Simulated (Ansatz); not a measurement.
Structures of equal composition on the (111) surface of fcc Ag: a layer of Al in place of the second plane; a layer of Al in place of the third plane. The slabs share one bottom face, and each structure is named by its start. These are constructed structures in small cells; real faces may alloy, dewet or reconstruct in larger ones, and not all known structures of the face are among them. Slabs of about 12 Å, Fermi-Dirac smearing of 0.1 eV. Bottom of the slabs: a bare face, its two planes held. Relaxed from the named starts with such symmetry as they have, on meshes of like density; energies extrapolated to zero smearing; spin only where a row says so; no spin-orbit coupling, no U. Brackets mark spin-polarised runs, whose order is one that fits the cell.

The numbers are results of PBE (plane waves to 420 eV, PAW; Ansatz, an electronic-structure program), not measurements.

### Question
Put the candidates in order of energy per 1x1 cell, lowest first, for PBE.

### Answer
a layer of Al in place of the third plane (0.000 eV), a layer of Al in place of the second plane (0.028 eV)
